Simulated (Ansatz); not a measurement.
The starting structures come from a database of crystals and need not be the phases stable at ambient conditions.

By PBEsol, the system below comes out a metal.

The ballistic (Sharvin) conductance counts the channels at the Fermi level: G/A = (e²/h) × channels of both spins per area.

Input:

```yaml
crystal:
  lattice:
    - [4.13417, 0.00000, 0.00000]
    - [-2.06709, 3.58030, 0.00000]
    - [0.00000, 0.00000, 5.68695]
  atoms:
    - { symbol: Bi, position: [0.33333, 0.66667, 0.25000] }
    - { symbol: Bi, position: [0.66667, 0.33333, 0.75000] }
    - { symbol: Rh, position: [0.00000, 0.00000, 0.50000] }
    - { symbol: Rh, position: [0.00000, 0.00000, 0.00000] }
```

Space group of this cell: P6_3/mmc, NiAs type. The cell is taken as given; by PBEsol its mean pressure is -2.5 GPa.

The current flows along the normal of the first two printed cell vectors, the (001) plane of the conventional cell. No spin-orbit coupling; the value is a mean over 0.1 eV about the Fermi level.

Q: State the ballistic conductance per area according to PBEsol (Ansatz, a first-principles code).

A: 0.78 × 10¹⁵ S/m² for both spins.
